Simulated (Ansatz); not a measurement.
Consider SiS2 (space group Ibam, No. 72; made of chains).

```yaml
crystal:
  lattice:
    - [-2.90154, 4.94591, 2.77276]
    - [2.90154, -4.94591, 2.77276]
    - [2.90154, 4.94591, -2.77276]
  atoms:
    - { symbol: S, position: [0.88521, 0.80033, 0.68554] }
    - { symbol: S, position: [0.38521, 0.69967, 0.08488] }
    - { symbol: S, position: [0.61479, 0.30033, 0.91512] }
    - { symbol: S, position: [0.11479, 0.19967, 0.31446] }
    - { symbol: Si, position: [0.75000, 0.75000, 0.00000] }
    - { symbol: Si, position: [0.25000, 0.25000, 0.00000] }
```

All numbers come from r2SCAN (Ansatz, a program for electronic structure), spin-orbit coupling left out.

One change was made to it. Results:

```tsv
quantity	base	after
width of the top valence band	0.83 eV	1.12 eV
smallest direct gap	3.61 eV	3.32 eV
volume per atom	26.53 Å³	20.61 Å³
band gap	3.31 eV	2.72 eV
gap character	indirect, Σ₀–Γ (22 % along) → k = (3/8, 3/8, -3/8) in the run's primitive reciprocal basis	indirect, Σ₀–Γ (20 % along) → X
```

**Question.** What was done to the base?
A) pressure 5 GPa
B) pressure 0.3 GPa
C) pressure 10 GPa
D) pressure 1.5 GPa

**Answer.** A, pressure 5 GPa. For comparison, the band gap in the other runs: pressure 0.3 GPa gives 3.25 eV; pressure 10 GPa gives 2.51 eV; pressure 1.5 GPa gives 3.05 eV.

Load acts through the strain it causes; cell and atoms are relaxed under it. Stability against distortions was not tested. No other phases were tried under pressure. No dispersion term is included, though the crystal is made of layers, chains or molecules, so its spacings can come out too wide.
